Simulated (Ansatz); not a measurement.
LaC (model structure, started from the LaS type, Fm-3m, No. 225, 2 atoms in the cell), treated with PBEsol (PAW; Ansatz, a first-principles code).

The input as run:

Ansatz 0.2 input:
```yaml
crystal:
  lattice:
    - [0.0, 2.6582094367, 2.6582094367]
    - [2.6582094367, 0.0, 2.6582094367]
    - [2.6582094367, 2.6582094367, 0.0]
  atoms:
    - { symbol: La, position: [0.0, 0.0, 0.0] }
    - { symbol: C, position: [0.5, 0.5, 0.5] }
basis:
  ecutwfc: 520
  ecutrho_ratio: 4
  xc_grid: 2
kpoints:
  mp_grid: { grid: [18, 18, 18] }
hamiltonian:
  xc: pbesol
  dispersion: none
  pseudopotentials: { kind: paw }
scf:
  occupations: { method: fermi_dirac, width: 0.05 }
output:
  forces: true
  stress: true
  eigenvalues: true
relax:
  f_tol: 0.004
  escape_saddle: false
  max_steps: 80
```

Output (set-up and result lines):

```
WARN output.stress: scf.convergence.dr2_threshold = 1e-7 eV (the SCF's general default) is looser than the 2e-10 eV advised for a printed stress (1e-10 eV for …
Relaxation: its limit of steps is 80 (relax.max_steps)
Crystal: 2 atoms, lattice volume = 37.566 Å³
Basis set: ecut = 520 eV, 965 PW (Γ), exchange–correlation on 60×60×60 points (8 copies of the dense FFT grid, shifted against one another)
Bands: 12, of which v1, the nominal top of the filled ones, is band 8 counted from 1 (7 counted from 0)
Symmetry: 48 space group operations
Space group: Fm-3m (ITA 225), of the structure as read, at distance tolerance 3.3e-5 Å
k-points: 195 of 5832
Functional: x = pbesol(κ = 0.804, μ = 0.12345679012345678), c = pbesol(β = 0.046)
SCF iter   1: F=—  HF=-6407.192162 eV  |F-HF|=—  |Δ(HF+E_count)|=         —  Δρ=9.79e-3  dr2=5.00e-2
SCF iter   2: F=—  HF=-6407.181174 eV  |F-HF|=—  |Δ(HF+E_count)|=   1.10e-2  Δρ=2.02e-3  dr2=1.77e-3
  ...
SCF iter   5: F=—  HF=-6407.180698 eV  |F-HF|=—  |Δ(HF+E_count)|=   1.45e-6  Δρ=1.15e-5  dr2=2.56e-8
SCF iter   6: F=-6407.180698 eV  HF=-6407.180698 eV  |F-HF|=1.82e-9  |Δ(HF+E_count)|=   4.99e-8  Δρ=3.25e-6  dr2=4.13e-9
SCF 1 converged in 6 iterations: F = -6407.180698 eV  dr2 = 4.13e-9
relax step   1: F+E_penalty+E_count = -6407.18069792 eV  Δ(F+E_penalty+E_count) = +0.000e0 eV  max|allowed force component| = 1.065e-29 eV/Å  Δτ_max = 0.0000 Å  (6 SCF iters, accepted)
SCF converged after 6 iterations
Free energy (F): -6407.180698 eV
Internal energy: -6407.154110 eV  (E = F + TS)
E sigma→0 (E₀):  -6407.167404 eV
Fermi energy:    11.482136 eV
--- Forces (eV/Å), atoms counted from 1 ---
  atom   1  La    -0.00000000    -0.00000000    -0.00000000
  atom   2  C      0.00000000    -0.00000000    -0.00000000
--- Stress (GPa, compression-positive) ---
        1.837809      -0.000000      -0.000000
        0.000000       1.837809       0.000000
       -0.000000       0.000000       1.837809
  P = ⅓ Tr σ = 1.8378 GPa (18.378 kbar)
```

The cell is one volume of an energy–volume scan, off the minimum.

The PAW data were made under PBE.

Note: the relaxation could raise the start's symmetry but not lower it, so the cell can be a saddle point.

It cost roughly 8 core-seconds of CPU time.

A model structure was made by putting elements into a prototype or built by hand; it is no filed structure, need not be a known phase, and can be a saddle point held by its symmetry.
